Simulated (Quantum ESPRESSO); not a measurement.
Troubleshooting Quantum ESPRESSO: a failed run on SrTl2 (P6_3/mmc, 6 atoms in the cell). The aim is a self-consistent single point with DFT, PBEsol, plane waves, GBRV 1.5 ultrasoft (PBESOL) pseudopotentials.

Cell that was meant: a = 5.0740 Å, b = 5.0740 Å, c = 8.2170 Å, α = 90.00°, β = 90.00°, γ = 120.00°.

Part of the input:

```fortran
&CONTROL
   calculation = 'single-point'
   outdir = './out'
   pseudo_dir = './'
   verbosity = 'high'
```

Log, with long lists cut:

```
     This program is part of the open-source Quantum ESPRESSO suite
     for quantum simulation of materials; please cite

 %%%%%%%%%%%%%%%%%%%%%%%%%%%%%%%%%%%%%%%%%%%%%%%%%%%%%%%%%%%%%%%%%%%%%%%%%%%%%%
     Error in routine  control_checkin (1):
      calculation "single-point" not allowed
 %%%%%%%%%%%%%%%%%%%%%%%%%%%%%%%%%%%%%%%%%%%%%%%%%%%%%%%%%%%%%%%%%%%%%%%%%%%%%%

     stopping ...
```

From the messages shown, name the fault and mend the input.

The fault is a value that the program does not know. The key takes a closed list of words, and names differ between codes. To fix it, use one of the words that the key accepts. The program stopped before any SCF iteration.

An input that runs soundly differs in these lines (not the only fix; some lines may just follow from the change or write a value another way):
```diff
-   calculation = 'single-point'
+   calculation = 'scf'
```

With that input, the run converged in 9 iterations: free energy E − TS -9784.3371 eV; Fermi level (on the code's own zero) 9.98 eV; pressure -0.98 GPa; largest force (vector length) 0.017 eV/Å (DFT, PBEsol, plane waves, GBRV 1.5 ultrasoft (PBESOL) pseudopotentials).

On the sound input: the starting cell comes from a database of published, mostly measured structures (it also holds non-ambient and calculated ones), without a prior relaxation at this level.
